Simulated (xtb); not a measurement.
xtb 6.7.1, GFN2-xTB: CO[Si](OC)(OC)B(C)C, 25 atoms. The geometry is a generated start, not checked to be a minimum at this level.

run flags: --grad
method: GFN2-xTB
--acc: 1 (default)
--etemp (K): 300 (default)
basis functions: 61
valence electrons: 60

```xyz
25

Si    -0.7178     0.1526    -0.1418
O     -1.6592     1.4768    -0.2150
C     -1.8138     2.4112     0.8056
O     -1.2534    -0.6271     1.2168
C     -0.8995    -1.8833     1.7153
O     -1.2600    -0.5668    -1.5111
C     -0.8221    -1.7740    -2.0461
B      1.2297     0.4938    -0.1742
C      1.8242     1.4235    -1.2964
C      2.2300    -0.1495     0.8648
H     -2.0000     1.9177     1.7621
H     -0.9164     3.0317     0.9008
H     -2.6644     3.0473     0.5577
H     -0.2378    -2.4252     1.0351
H     -1.8075    -2.4732     1.8641
H     -0.3947    -1.7645     2.6784
H     -1.3036    -2.6169    -1.5395
H      0.2639    -1.8880    -1.9520
H     -1.0895    -1.7980    -3.1050
H      1.4322     1.1729    -2.2813
H      1.4908     2.4473    -1.1183
H      2.9119     1.4425    -1.3537
H      2.4707    -1.1570     0.5172
H      1.8086    -0.2715     1.8608
H      3.1776     0.3778     0.9559
```

One run each on 1 thread. Values of broydamp tried: 0.02, 0.05, 0.1, 0.2, 0.4 (default), 0.6, 0.8, 1.

Question: Predict the course of the SCC iterations along this series.

Answer: Fewest SCC iterations, within one of each other: 0.4 (default) with 13, 0.6 with 13. The count rises to 24 at 0.02. All converge to one solution.

| broydamp | SCC iterations | end |
|---|---|---|
| 0.02 | 24 | same solution |
| 0.05 | 21 | same solution |
| 0.1 | 19 | same solution |
| 0.2 | 16 | same solution |
| 0.4 (default) | 13 | same solution |
| 0.6 | 13 | same solution |
| 0.8 | 17 | same solution |
| 1 | 18 | same solution |
